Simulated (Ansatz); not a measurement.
We consider C11b WSi2, described by PBE-D3(BJ) (Ansatz, a quantum-chemistry and plane-wave program, plane waves, PAW).

Numerical settings: plane-wave cutoff 520 eV, 24×24×24 k mesh, Fermi–Dirac smearing 0.05 eV, no spin polarisation, scalar-relativistic PAW data made under PBE.

Computed at the level's own relaxed cell.

Predict the lattice parameter c, pressure derivative B′ of the bulk modulus and lattice constant a.


- lattice parameter c = 7.798 Å
- pressure derivative B′ of the bulk modulus = 4.4
- lattice constant a = 3.193 Å

The run finds no gap.

Measured, for comparison: lattice parameter c 7.831 Å, lattice constant a 3.214 Å (temperature not stated, no zero-point or thermal correction; as tabulated in Pavlosiuk et al. (2022), arXiv:2202.05362). Computed (rounded) less measured: lattice parameter c -0.4 %, lattice constant a -0.7 %. A static lattice is as a rule a little smaller and stiffer than an uncorrected measurement, which narrows the difference in the lattice parameter c, lattice constant a and would widen misses of the other sign.

Note: the bulk modulus comes from volumes at which shape and atoms were relaxed.

Spin–orbit coupling is not included.

The computed numbers hold no vibrational or temperature effects.

The result took about 23 core-minutes (a rough figure).
